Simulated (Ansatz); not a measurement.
## Cohesive energy of AlB2-type MgB2 at several levels of theory

No measured value is used here.

| level (code) | value (eV/atom) | cell (Å³/atom) |
|---|---|---|
| LDA (Ansatz) | 5.51 | 9.19 |
| PBE (Ansatz) | 4.80 | 9.62 |
| r²SCAN (Ansatz) | 4.88 | 9.54 |
| HSE06 (Ansatz) | (withheld) | 9.51 |

Task: Fill in the missing entries.

Result: 
- HSE06 (Ansatz, a program for electronic structure), value (eV/atom): 4.77

Each level is taken at its own relaxed cell. Cutoffs and k meshes differ between the levels. Ansatz's density-functional and Hartree–Fock values are scalar-relativistic unless marked +SOC, with PAW data made under PBE.
